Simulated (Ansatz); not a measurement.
The reference is Mo in the bcc (W type) structure (space group Im-3m, No. 229; a = 3.130 Å; relaxed with 0.1 eV smearing). Axes: x, y, z lie along the cube axes.

Level of theory: DFT with PBEsol, PAW potentials and a 420 eV plane-wave cutoff in Ansatz (a program for electronic structure), no spin-orbit coupling.

One thing is altered: tensor shear ε_xy = +1.43 % (engineering shear γ = 0.0286), atoms relaxed at fixed cell.

Question: Predict the stress tensor and what it implies for the stiffness.

Answer: Stress of the strained cell less that of the base (GPa, compression positive):
```
    0.1    -3.0     0.0
   -3.0     0.1     0.0
    0.0     0.0     0.2
```

Then −Δσ/γ with γ = 2ε = 0.0286 gives secant stiffness values (nonlinear terms included at this strain): C66 ≈ 106 GPa.

As a check, the harmonic strain energy −½ V₀ Δσ:ε is 4.1 meV/atom; the computed energy rise is 4.1 meV/atom.

No phonon test of stability was made. The final runs are not spin-polarised.
